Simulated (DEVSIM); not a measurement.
Device: TaN/Si3N4/n-Si capacitor, at 300 K.

Layer 1 from the left is Si3N4, thickness (nm) 30.0. Layer 2 from the left is Si, thickness (nm) 6200, Nd (cm⁻³) 8.6e15.

Metal gate on the left, work function 4.4 eV. Fixed charge at the semiconductor interface 0 cm⁻² (in units of +e); interface traps 1.1e12 cm⁻² eV⁻¹, uniform in energy, neutral level at 0.5 of the gap above the valence band.

Constants are typed, rounded textbook-type inputs, not results; the design itself was drawn at random and stands for no fabricated device. Values at 300 K.

Si3N4: gap (eV) 5.1, affinity (eV) 2.1, permittivity 7.5. Si: gap (eV) 1.124, affinity (eV) 4.05, permittivity 11.7, Nc (cm⁻³) 2.86e19, Nv (cm⁻³) 3.1e19.

DEVSIM, 1D Poisson equation in equilibrium, Boltzmann statistics, complete ionisation; no quantum confinement or tunnelling. Metal contacts follow the ideal Schottky-Mott rule: no Fermi-level pinning, no interface dipoles.

Task: What does the simulation give for the minimum of the low-frequency capacitance, the flat-band voltage?

Result: minimum of the low-frequency capacitance 0.108 μF/cm²; flat-band voltage 0.42 V.
